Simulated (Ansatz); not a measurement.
Consider the following.

```
CELL_PARAMETERS angstrom
      5.54045     0.00000     0.00000
      0.00000     5.54045     0.00000
      2.77022    -2.77022     5.15891
ATOMIC_POSITIONS crystal
  Zn 0.00000 0.00000 0.00000
  Zn 0.25000 0.25000 0.50000
  Si 0.50000 0.50000 0.00000
  Si 0.75000 0.75000 0.50000
  P  0.62500 0.39425 0.25000
  P  0.39425 0.12500 0.75000
  P  0.12500 0.85575 0.25000
  P  0.85575 0.62500 0.75000
```

No spin polarisation.

Level of theory: PBE (Ansatz, a first-principles code, PAW, spin-orbit coupling left out). Γ-centred 9×9×9 mesh, Fermi–Dirac width 0.05 eV.

Problem. Predict the valence-band top at Γ, gap character, space group and pressure.

Solution. 
- Valence-band top at Γ (three highest levels, from the VBM): 0.00, -0.31, -0.31 eV
- Gap character: direct at Γ
- Space group: I-42d (No. 122)
- Pressure (mean of the normal stresses, compression positive): -18.6 kbar

The cells carry an imposed strain or load. Stability against distortions was not tested. The cell was made from ZnSiP2 in the chalcopyrite structure (space group I-42d, No. 122) by this change: biaxial strain +2.25 %, plane normal [001], relaxed out of plane.
